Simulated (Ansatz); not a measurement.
The parent structure is Pt in the fcc (Cu type) structure (space group Fm-3m, No. 225; a = 3.970 Å).

(Cell as relaxed with PBE.)

Levels (all Ansatz, an electronic-structure program, PAW, earlier PAW set): PBE (420 eV, no SOC); PBEsol (420 eV, no SOC).

Each level relaxes its own structure.

```
quantity                  PBE      PBEsol
-------------------  --------  ----------
volume per atom      15.64 Å³  (withheld)
lattice parameter a   3.970 Å  (withheld)
band gap                 zero  (withheld)
```

Q: Given the PBE results, estimate those of PBEsol.

A: 
- volume per atom, PBEsol: 15.04 Å³
- lattice parameter a, PBEsol: 3.918 Å
- band gap, PBEsol: zero

PBE's volume per atom lies 0.606 Å³ above PBEsol's (4.0 %); PBE's lattice parameter a lies 0.052 Å above PBEsol's (1.3 %); the two agree on the band gap. Neither level is exact; PBEsol is the comparison here, not a measurement.

No phonon test of stability was made. All final runs are without spin polarisation.
